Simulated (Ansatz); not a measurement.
Start from ZrO2 in the fluorite structure (space group Fm-3m, No. 225).

```xyz
3
Lattice="0.0000 2.5447 2.5447 2.5447 0.0000 2.5447 2.5447 2.5447 0.0000" Properties=species:S:1:pos:R:3 pbc="T T T"
Zr     0.0000     0.0000     0.0000
O      1.2723     1.2723     1.2723
O      3.8170     3.8170     3.8170
```

Calculations: Ansatz (a program for electronic structure), r2SCAN, PAW, cutoff 500 eV, no spin-orbit coupling.

Carriers are added at fixed cell with a uniform background; the Fermi–Dirac width is that of 300 K.

One change was made to it. Results:

```csv
quantity,base,after
gap between the host's bands,3.89 eV,3.94 eV
Fermi level relative to the doped band's edge (positive inside the band; to 0.05 eV),–,+0.35 eV
gap character,"indirect, X → Γ","indirect, X → Γ"
```

**Question.** Which of these changes matches the shifts?
(A) electrons 2.0×10^22 cm⁻³
(B) holes 7.0×10^21 cm⁻³
(C) holes 5.0×10^21 cm⁻³
(D) electrons 3.0×10^21 cm⁻³
(E) holes 3.0×10^21 cm⁻³

**Answer.** D, electrons 3.0×10^21 cm⁻³. For comparison, the gap between the host's bands in the other runs: holes 7.0×10^21 cm⁻³ gives 4.15 eV; holes 5.0×10^21 cm⁻³ gives 4.07 eV; holes 3.0×10^21 cm⁻³ gives 4.00 eV; electrons 2.0×10^22 cm⁻³ gives 4.19 eV.

Carriers are added with a uniform compensating background; total energy and stress of such cells depend on the potential's zero and are not compared; many-body gap narrowing is missing at this level. No phonon test of stability was made. This is not the structure that ZrO2 has at room temperature and ambient pressure.
